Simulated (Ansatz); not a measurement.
HgSe: isotropic strain +2.50 %

Start from HgSe in the zinc blende structure (space group F-43m, No. 216; a = 6.133 Å).

Now apply this change: an isotropic linear strain of +2.50 %; the atoms relax in the strained cell.

Method: PBEsol (Ansatz, a quantum-chemistry and plane-wave program), spin-orbit coupling left out. Settings: 9×9×9 k-points, 0.05 eV Fermi–Dirac smearing.

| quantity | base | changed | shift |
|---|---|---|---|
| volume per atom | 28.83 Å³ | 31.05 Å³ | +2.22 Å³ |
| space group | F-43m (No. 216) | F-43m (No. 216) | – |
| shortest interatomic distance | 2.656 Å | 2.722 Å | +0.066 Å |
| energy relative to the base (free energy F) | 0 meV/atom | +24 meV/atom | +24 meV/atom |
| band gap | zero | zero | – |

Cost of the whole job for the changed cell (relaxation, final SCF and bands): roughly 15 core-seconds.

The mesh was chosen for an insulator and is coarse for the gapless case. Spin-orbit coupling, missing from the scalar runs, can matter with Hg. Stability against distortions was not tested. All final runs are without spin polarisation. The zero or small gap of HgSe can change with the level of theory.
